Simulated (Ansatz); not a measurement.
Ansatz (a quantum-chemistry and plane-wave program) run on CoSi (R3, 8 atoms in the cell): self-consistent single point.

Computed with LDA (PW92), default PAW files made with PBE (plane waves; Ansatz).

The change in words: lattice scaled by 0.98; basis.ecutwfc: 420 eV → 1010 eV. Reference geometry:
```yaml
crystal:
  lattice:
    - [4.42668, 0.00000, 0.00000]
    - [0.00000, 4.42668, 0.00000]
    - [0.00000, 0.00000, 4.42668]
  atoms:
    - { symbol: Co, position: [0.85600, 0.64400, 0.35600] }
    - { symbol: Co, position: [0.35600, 0.85600, 0.64400] }
    - { symbol: Co, position: [0.15052, 0.15052, 0.15052] }
    - { symbol: Co, position: [0.64400, 0.35600, 0.85600] }
    - { symbol: Si, position: [0.15700, 0.34300, 0.65700] }
    - { symbol: Si, position: [0.65700, 0.15700, 0.34300] }
    - { symbol: Si, position: [0.84300, 0.84300, 0.84300] }
    - { symbol: Si, position: [0.34300, 0.65700, 0.15700] }
```

Reference input (self-consistent single point, DFT, LDA (PW92), plane waves, default PAW files made with PBE): basis.ecutwfc = 420 eV; kpoints.mp_grid.grid = 5 5 5; hamiltonian.xc = lda; hamiltonian.pseudopotentials = {kind: paw} (the program's default PAW files); scf.occupations.method = gaussian; scf.occupations.width = 0.1 eV. This run's input differs from it in these lines:

Ansatz 0.2 input:
```diff
@@ -3,5 +3,5 @@
   lattice:
-    - [4.426680, 0.000000, 0.000000]
-    - [0.000000, 4.426680, 0.000000]
-    - [0.000000, 0.000000, 4.426680]
+    - [4.338146, 0.000000, 0.000000]
+    - [0.000000, 4.338146, 0.000000]
+    - [0.000000, 0.000000, 4.338146]
   atoms:
@@ -16,3 +16,3 @@
 basis:
-  ecutwfc: 420.0
+  ecutwfc: 1010.0
 kpoints:
```

Output (repeated stretches shortened):

```
SCF iter   1: F=—  HF=-22691.835479 eV  |F-HF|=—  |Δ(HF+E_count)|=         —  Δρ=1.17e-2  dr2=3.07e-2  ethr=1.77e-3  ⟨swp⟩=7.2  Hψ=4685  notcnv=0  defer=6
all-band conjugate gradients solve this SCF's bands
preconditioner: auto → Kerker (q_TF=auto, 2.741 Å⁻¹)
SCF iter   2: F=—  HF=-22691.825708 eV  |F-HF|=—  |Δ(HF+E_count)|=   9.77e-3  Δρ=5.17e-3  dr2=7.19e-3  ethr=3.65e-5  ⟨swp⟩=2.0  Hψ=2090  notcnv=0  defer=65
   [... lines left out ...]
SCF iter   5: F=—  HF=-22691.823673 eV  |F-HF|=—  |Δ(HF+E_count)|=   5.18e-5  Δρ=1.76e-4  dr2=1.58e-5  ethr=4.93e-8  ⟨swp⟩=2.0  Hψ=2062  notcnv=0  defer=65
SCF iter   6: F=—  HF=-22691.823670 eV  |F-HF|=—  |Δ(HF+E_count)|=   3.14e-6  Δρ=2.09e-5  dr2=1.98e-7  ethr=1.89e-8  ⟨swp⟩=2.0  Hψ=1475  notcnv=0  defer=65
SCF iter   7: F=—  HF=-22691.823670 eV  |F-HF|=—  |Δ(HF+E_count)|=   4.16e-8  Δρ=2.32e-5  dr2=2.79e-7  ethr=1.19e-10  ⟨swp⟩=9.2  Hψ=5127  notcnv=0
SCF iter   8: F=-22691.823670 eV  HF=-22691.823670 eV  |F-HF|=1.64e-8  |Δ(HF+E_count)|=   3.36e-8  Δρ=3.97e-6  dr2=6.93e-9  ethr=1.19e-10  ⟨swp⟩=3.0  Hψ=4261  notcnv=0
SCF 1 converged in 8 iterations: F = -22691.823670 eV  dr2 = 6.93e-9
Free energy (F): -22691.823670 eV
Internal energy: -22691.816078 eV  (E = F + TS)
E sigma→0 (E₀):  -22691.819874 eV
Entropy (-TS):   -0.007592 eV (-0.949 meV/atom)
Fermi energy:    17.658448 eV
--- Forces (eV/Å), atoms counted from 1 ---
  atom   1  Co    -0.07562983     0.18099161    -0.09419491
  atom   2  Co    -0.09419491    -0.07562983     0.18099161
  atom   3  Co    -0.29201889    -0.29201889    -0.29201889
  atom   4  Co     0.18099161    -0.09419491    -0.07562983
  atom   5  Si     0.01580702     0.02104906     0.10725458
  atom   6  Si     0.10725458     0.01580702     0.02104906
  atom   7  Si     0.13674028     0.13674028     0.13674028
  atom   8  Si     0.02104906     0.10725458     0.01580702
--- Stress (GPa, compression-positive) ---
        2.320920      -0.018922      -0.018921
       -0.018921       2.320920      -0.018922
       -0.018922      -0.018921       2.320920
  P = ⅓ Tr σ = 2.3209 GPa (23.209 kbar)
  The stress holds the Pulay correction. Without it, at fixed plane waves, as pw.x and ABINIT print it: P = 2.3136 GPa
```

The run converged in 8 iterations. Against the reference run the free energy falls by 23.1 meV/atom, the pressure goes from -11.98 to 2.32 GPa and the largest force goes from 0.516 to 0.506 eV/Å.

The starting cell has typed, rounded lattice constants, without a prior relaxation at this level. Its lattice was rescaled by up to half a per cent. One atom was moved a little off its site on purpose. For this run, on top of that: lattice scaled by 0.98. Spin polarisation is off. Ansatz's pressure includes its estimate of the finite-basis (Pulay) stress.

Cost on one core of a shared machine: roughly 30 s.
